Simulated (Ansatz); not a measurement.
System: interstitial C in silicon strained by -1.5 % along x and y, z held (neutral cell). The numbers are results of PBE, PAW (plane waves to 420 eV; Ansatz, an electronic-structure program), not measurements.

Cell of 64 host sites held at the strained lattice (strain from the relaxed PBE one, atoms relaxed); a 2×2×2 k-point mesh shifted by half a step; Fermi-Dirac width 0.01 eV, spin-restricted; finite-size errors left in. Energies are static. The charge state is imposed; whether it is stable for some Fermi level was not computed. Sites that were not tried may lie lower. The start lies 0.20 eV above the lowest site run (PBE).

Barriers: single points on a 3×3×3 k-point mesh shifted by half a step at the bands' geometries.

The step: several atoms move together, Si the farthest. Atoms about the jump, Cartesian Å from the middle of the jump, before and after:

| atom | x0 | y0 | z0 | x1 | y1 | z1 |
|---|---|---|---|---|---|---|
| Si1 | 0.16 | -0.49 | 0.24 | -0.16 | 0.49 | -0.24 |
| C2 | 1.90 | -0.53 | 0.21 | 1.17 | -0.83 | -0.14 |
| Si3 | -0.76 | 0.94 | 1.76 | -0.81 | 1.14 | 1.86 |
| Si4 | -0.78 | -1.91 | -1.27 | -0.19 | -1.90 | -1.09 |
| Si5 | 2.39 | 0.70 | -1.02 | 2.24 | 0.52 | -1.09 |
| Si6 | -1.96 | 2.24 | 0.23 | -2.06 | 2.40 | 0.34 |
| Si7 | 0.87 | 2.06 | -2.36 | 0.82 | 2.07 | -2.32 |
| Si8 | -2.00 | -0.46 | -2.58 | -1.73 | -0.49 | -2.32 |
| Si9 | 2.40 | -1.70 | 1.51 | 2.05 | -1.71 | 1.33 |
| Si10 | -3.28 | 0.87 | -1.13 | -3.19 | 0.88 | -1.07 |
| Si11 | -0.51 | 3.51 | -1.11 | -0.54 | 3.53 | -1.07 |

### Question
Where do these atoms stand at the saddle point, and how high is it?

### Answer

```tsv
atom	x	y	z
Si1	-0.05	0.25	-0.07
C2	1.47	-0.73	0.01
Si3	-0.82	1.09	1.90
Si4	-0.49	-1.81	-1.19
Si5	2.33	0.56	-1.07
Si6	-2.01	2.32	0.30
Si7	0.80	2.01	-2.29
Si8	-1.92	-0.53	-2.53
Si9	2.19	-1.73	1.41
Si10	-3.20	0.85	-1.11
Si11	-0.53	3.51	-1.06
```
It lies 0.39 eV above the start and 0.28 eV above the end. The saddle point's order was not checked.
